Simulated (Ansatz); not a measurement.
The structure below was relaxed with Kohn–Sham DFT with the PBEsol functional, run in Ansatz (a first-principles code) with PAW and 420 eV plane waves, no SOC.

Space group Ibam (No. 72); a = 5.4401 Å, b = 9.4888 Å, c = 5.5611 Å, α = β = γ = 90.00°

```tsv
atom	site	symmetry	x	y	z
Se	8j	..m	0.2442	0.1416	0.0000
Os	4a	222	0.0000	0.0000	0.2500
```

### Question
Write out a cell with all atoms.

### Answer
```
OsSe2
1.0
    5.44014     0.00000     0.00000
    0.00000     9.48879     0.00000
    0.00000     0.00000     5.56114
Se Os
8 4
Direct
  0.25578   0.35838   0.50000
  0.74422   0.35838   0.00000
  0.75578   0.14162   0.50000
  0.24422   0.14162   0.00000
  0.75578   0.85838   0.00000
  0.24422   0.85838   0.50000
  0.25578   0.64162   0.00000
  0.74422   0.64162   0.50000
  0.00000   0.00000   0.75000
  0.00000   0.00000   0.25000
  0.50000   0.50000   0.25000
  0.50000   0.50000   0.75000
```
This is the conventional cell.

Whether these cells are dynamically stable was not tested. All final runs are without spin polarisation. The cell was made from SiSe2 by this change: Si → Os; the result is a hypothetical phase, not in the database extracts checked. No dispersion term is included in the PBEsol runs. OsSe2 has a high density of states at the Fermi level and may be magnetic at this level.
